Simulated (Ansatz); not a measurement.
Consider interstitial F in bcc Mo, neutral cell. The step: a direct jump of one F atom; the atom moves 1.19 Å along (-0.27, 0.27, 0.00) of the unit cell; the moving atom starts with neighbours 2 Mo at 2.03, 2 Mo at 2.05 Å and ends with 2 Mo at 2.03, 2 Mo at 2.05 Å. DFT values are from Ansatz (plane-wave PAW, 420 eV unless said) in a cell of 36 host sites, spin-restricted, static, with no finite-size correction. Sites that were not tried may lie lower. For the PBE band: the saddle point's order was not checked, and it lies on a symmetry element of the cell, where a band can be held.

```tsv
Level	Forward barrier (eV)	Cost of the band or of the saddle's single point
PBE, a 2×2×3 k-point mesh shifted by half a step, band relaxed	0.38	around 4 core-hours (rough)
PBE, a 3×3×5 k-point mesh shifted by half a step, same geometries	0.38	roughly 6 core-minutes
r2SCAN at 500 eV, a 2×2×3 k-point mesh shifted by half a step, same geometries	…	about 5 core-minutes (a rough figure)
```

### Question
Fill in the missing entries.

### Answer

- r2SCAN at 500 eV, a 2×2×3 k-point mesh shifted by half a step, same geometries, Forward barrier (eV): 0.40

Ansatz is an electronic-structure program.
